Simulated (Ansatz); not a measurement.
Start from PtTe2 (space group P-3m1, No. 164; a = 4.052 Å, c = 5.096 Å; layered).

Level of theory: PBE-D3(BJ) in Ansatz (plane waves to 420 eV, PAW, scalar-relativistic without spin-orbit coupling).

Before the change:

```
Quantity                        Result
-----------------------------  -------
Shortest interatomic distance  2.706 Å
In-plane lattice parameter a   4.052 Å
```

Perturbation: a free-standing slab of 3 layers (9 atoms, 3 a layer) is cut normal to the stacking axis, with 15 Å of vacuum and the in-plane cell relaxed.

What does the calculation give for the excess energy per area of both faces, shortest interatomic distance and in-plane lattice parameter a after the change?

The excess energy per area of both faces (slab less bulk energy over the cell's area: twice a surface energy) amounts to 0.9 J/m² (uncertain by up to 0.1 J/m²); the shortest interatomic distance drops by 0.017 Å, from 2.706 Å to 2.689 Å; the in-plane lattice parameter a drops by 0.0277 Å, from 4.052 Å to 4.025 Å.

The excess energy carries the mismatch between the slab's and the bulk's meshes. Whether these cells are dynamically stable was not tested. All final runs are without spin polarisation.

Ansatz is an electronic-structure program.
